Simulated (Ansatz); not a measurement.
## AlN: uniaxial strain ε_zz = −0.60 %

Base system: AlN in the wurtzite structure (space group P6_3mc, No. 186; a = 3.130 Å, c = 5.018 Å). Axes: x lies along a and z along c of the hexagonal cell.

Perturbation: uniaxial strain ε_zz = −0.60 %, all other strain components held at zero; the atoms relax in the strained cell.

Computed with plane-wave PAW DFT at the PBE level (Ansatz, a quantum-chemistry and plane-wave program, 420 eV), no spin-orbit coupling. Settings: 12×12×7 k-points, 0.05 eV Fermi–Dirac smearing.

| quantity | base | changed | shift |
|---|---|---|---|
| volume per atom | 10.65 Å³ | 10.58 Å³ | -0.064 Å³ |
| space group | P6_3mc (No. 186) | P6_3mc (No. 186) | – |
| shortest interatomic distance | 1.902 Å | 1.900 Å | -0.0029 Å |
| energy relative to the base (free energy F) | 0 meV/atom | +0.4 meV/atom | +0.4 meV/atom |
| pressure (mean of the normal stresses, compression positive) | 0.00 GPa | 1.11 GPa | +1.11 GPa |
| band gap | 4.03 eV | 4.06 eV | +0.021 eV |
| gap character | direct at Γ | direct at Γ | – |
| width of the top valence band | 2.34 eV | 2.38 eV | +0.04 eV |
| electron mass | – | 0.29 mₑ (at Γ) | – |
| valence-band top at Γ (three highest levels, from the VBM) | 0.00, -0.20, -0.20 eV | 0.00, -0.25, -0.25 eV | – |
| stress (xx, yy, zz, yz, xz, xy; compression positive) | – | (0.61, 0.61, 2.12, 0.00, 0.00, 0.00) GPa | – |

Masses are band curvatures over ±0.01 Å⁻¹ around the edge. No phonon test of stability was made.
